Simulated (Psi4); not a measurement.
Psi4 1.11, unrestricted BP86/def2-svpd: Si(H)(F) triplet (F[SiH]), charge 0, multiplicity 3, 3 atoms. The geometry is a generated start, not checked to be a minimum at this level.

```
Item                                 Result
--------------------------  ---------------
task                                 energy
method                                 bp86
basis                             def2-svpd
memory                                 3 GB
maxiter                                 100
keys of the molecule block      symmetry c1
scf_type                       df (default)
e_convergence               1e-06 (default)
d_convergence               1e-06 (default)
dft_radial_points              75 (default)
dft_spherical_points          302 (default)
basis functions                          55
grid points                           65991
```

```xyz
3

Si     0.0324    -0.0745     0.7119
H     -0.7104    -0.8600    -0.2998
F      0.6780     0.9345    -0.4120
```

Charge 0 and multiplicity 3 are set for this test and not shown to be the ground state.

With the defaults (diis = true, scf_initial_accelerator = adiis, damping_percentage = 0, level_shift = 0, level_shift_cutoff = 0.01, diis_max_vecs = 10, soscf = false, soscf_start_convergence = 0.01, guess = auto, which took SAD, diis_start = 1) it converges in 9 SCF iterations. One run each on 2 threads, with these changes:
- level_shift = 0.1, level_shift_cutoff = 0.001
- damping_percentage = 20
- soscf = true, soscf_start_convergence = 0.001
- scf_initial_accelerator = ediis
- diis_start = 4
- level_shift = 0.5, level_shift_cutoff = 0.001
- guess = sap
- diis_max_vecs = 3
- diis = false, scf_initial_accelerator = none, damping_percentage = 60

### Question
Which runs fail or end elsewhere than the default run?

### Answer
No convergence: diis = false, scf_initial_accelerator = none, damping_percentage = 60 (the run ends without SCF convergence in 100 iterations). The rest reach the solution of the defaults.

```
setting                                                                SCF iterations  JK calls             end
---------------------------------------------------------------------  --------------  --------  --------------
soscf = true, soscf_start_convergence = 0.001                                       7        18   same solution
the defaults                                                                        9        10   same solution
level_shift = 0.5, level_shift_cutoff = 0.001                                       9        10   same solution
scf_initial_accelerator = ediis                                                     9        10   same solution
level_shift = 0.1, level_shift_cutoff = 0.001                                       9        10   same solution
guess = sap                                                                         9         9   same solution
diis_max_vecs = 3                                                                  12        13   same solution
diis_start = 4                                                                     14        15   same solution
damping_percentage = 20                                                            18        19   same solution
diis = false, scf_initial_accelerator = none, damping_percentage = 60             100       101  no convergence
```

An SOSCF iteration holds several JK calls; a Hückel guess adds calls on atoms.
